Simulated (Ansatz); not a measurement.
The reference is AlRu in the CsCl type structure (space group Pm-3m, No. 221; relaxed with 0.1 eV smearing).

```yaml
crystal:
  lattice:
    - [2.95452, 0.00000, 0.00000]
    - [0.00000, 2.95452, 0.00000]
    - [0.00000, 0.00000, 2.95452]
  atoms:
    - { symbol: Al, position: [0.50000, 0.50000, 0.50000] }
    - { symbol: Ru, position: [0.00000, 0.00000, 0.00000] }
```

Cartesian axes are those of the cell as printed.

Level of theory: DFT with LDA, PAW potentials and a 420 eV plane-wave cutoff in Ansatz (a first-principles code), spin-orbit coupling left out.

It is then changed as follows: an isotropic linear strain of −2.00 %; the atoms relax in the strained cell.

Question: Predict the stress tensor and what it implies for the stiffness.

Answer: Stress of the strained cell less that of the base (GPa, compression positive):
```
   16.0     0.0     0.0
    0.0    16.0     0.0
    0.0     0.0    16.0
```

Then B = −ΔP/(ΔV/V₀) with ΔV/V₀ = -0.0588 gives secant stiffness values (nonlinear terms included at this strain): B ≈ 272 GPa.

As a check, the harmonic strain energy −½ V₀ Δσ:ε is 39 meV/atom; the computed energy rise is 36 meV/atom.

Stability against distortions was not tested. All final runs are without spin polarisation.
